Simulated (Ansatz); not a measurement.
The starting structures come from a database of crystals and need not be the phases stable at ambient conditions.

Inside the gap of an insulator the Bloch states are evanescent, with a wavenumber k + iκ along the transport direction.

Given:

```
CELL_PARAMETERS angstrom
      4.74999     0.00000     0.00000
      0.00000     4.88569     0.00000
      0.00000     0.00000     7.08994
ATOMIC_POSITIONS crystal
  Al 0.74785 0.96949 0.39040
  Al 0.25215 0.03051 0.60960
  Al 0.75215 0.46949 0.10960
  Al 0.24785 0.53051 0.89040
  Al 0.75215 0.03051 0.89040
  Al 0.24785 0.96949 0.10960
  Al 0.74785 0.53051 0.60960
  Al 0.25215 0.46949 0.39040
  O  0.89298 0.89802 0.65400
  O  0.10702 0.10198 0.34600
  O  0.60702 0.39802 0.84600
  O  0.39298 0.60198 0.15400
  O  0.60702 0.10198 0.15400
  O  0.39298 0.89802 0.84600
  O  0.89298 0.60198 0.34600
  O  0.10702 0.39802 0.65400
  O  0.95060 0.75000 0.00000
  O  0.04940 0.25000 0.00000
  O  0.54940 0.25000 0.50000
  O  0.45060 0.75000 0.50000
```

Space group of this cell: Pbcn. The cell is strained (lengths across the current scaled by 0.98, ions clamped); by r2SCAN its mean pressure is 3.2 GPa.

Transport runs along the normal of the first two printed cell vectors.

The gap is the functional's own. No spin-orbit coupling. Mid-gap values are interpolated on the energy grid.

### Question
Give the band gap and the smallest decay constant κ at mid-gap that Ansatz (an electronic-structure program) with r2SCAN yields.

### Answer
Gap 6.74 eV on a 6×6×4 mesh; κ = 0.395 1/Å, at the zone centre.
